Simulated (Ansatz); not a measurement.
SrTiO3 under a change: biaxial strain −1.50 %, plane normal [111], relaxed out of plane

The reference is SrTiO$_{3}$ in the cubic perovskite structure (space group Pm-3m, No. 221; a = 3.8542 Å). Axes: x, y, z lie along the cube axes.

Perturbation: biaxial strain −1.50 %, plane normal [111], relaxed out of plane (Cartesian); in-plane vectors clamped, the third vector and the atoms free.

Level of theory: LDA/PAW in Ansatz (an electronic-structure program), spin-orbit coupling left out. Settings: 9×9×9 k-points, 0.05 eV Fermi–Dirac smearing.

The volume per atom shrinks by 0.22 Å³ to 11.23 Å³ and the shortest interatomic distance falls by 0.012 Å to 1.915 Å. The energy rises by 6.6 meV/atom and the band gap falls by 0.02 eV, from 1.85 eV to 1.83 eV. The gap character comes out as indirect, T → Γ and the smallest direct gap falls by 0.07 eV to 2.10 eV. The out-of-plane strain comes out as +1.06 % and the ratio −ε⊥/ε∥ comes out as 0.71. The mean in-plane stress (compression positive) is +6.3 GPa.

Stability against distortions was not tested. The final runs are not spin-polarised. Many cubic perovskites are stable only at high temperature; tilts and polar distortions were not tested. Labels are those of the standard path for the cell's own space group.
